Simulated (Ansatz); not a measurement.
Subject: the energy of the reaction as written. Reaction: 3 cell B → cell A. Negative: the products are lower in energy.

Cell A: a sheet of composition Rh3, 3 atoms, hexagonal cell of 4.94 Å (21.1 Å²), symmetry P6/mmm, 0.0 Å thick under 16 Å of vacuum, in-plane vectors relaxed; planes from bottom to top: Rh3, all atoms in one plane; a model cell; spin state with PBE: parallel moments, net moment 3.5 μB a cell, k-point mesh 18×18×1.
```yaml
crystal:
  lattice:
    - [4.93978, 0.00000, 0.00000]
    - [-2.46989, 4.27797, 0.00000]
    - [0.00000, 0.00000, 16.00000]
  atoms:
    - { symbol: Rh, position: [0.50000, 0.00000, 0.50000] }
    - { symbol: Rh, position: [0.00000, 0.50000, 0.50000] }
    - { symbol: Rh, position: [0.50000, 0.50000, 0.50000] }
```

Cell B: a sheet of composition Rh, 1 atom, hexagonal cell of 2.57 Å (5.7 Å²), symmetry P6/mmm, 0.0 Å thick under 16 Å of vacuum, in-plane vectors relaxed; planes from bottom to top: Rh; a model cell; spin state with PBE: net moment 1.1 μB a cell, k-point mesh 30×30×1.
```xyz
1
Lattice="2.5727 0.0000 0.0000 -1.2863 2.2280 0.0000 0.0000 0.0000 16.0000" Properties=species:S:1:pos:R:3 pbc="T T T"
Rh     0.0000     0.0000     8.0000
```

All numbers come from Ansatz (a first-principles code), plane waves with PAW, its PAW set soft_1, cutoff 420 eV. The structures are at rest with PBE. Neutral cells; Fermi-Dirac smearing of at most 0.10 eV in the solids, energies taken to zero width. A dispersion term (D3(BJ), or D4 for r2SCAN) was computed beside these levels and is taken off wherever the name lacks it. No zero-point or thermal terms. No search over spin orders was made beyond those shown. The cells' k-point meshes differ in density, so the last digit is unsettled. Cell A has symmetry P6/mmm and got no random move, so less symmetric positions, which may lie lower, weren't tried. Cell B has symmetry P6/mmm and got no random move, so less symmetric positions, which may lie lower, weren't tried.

What is the computed value (PBE)?

1.98 eV, for 3 cell B → cell A.
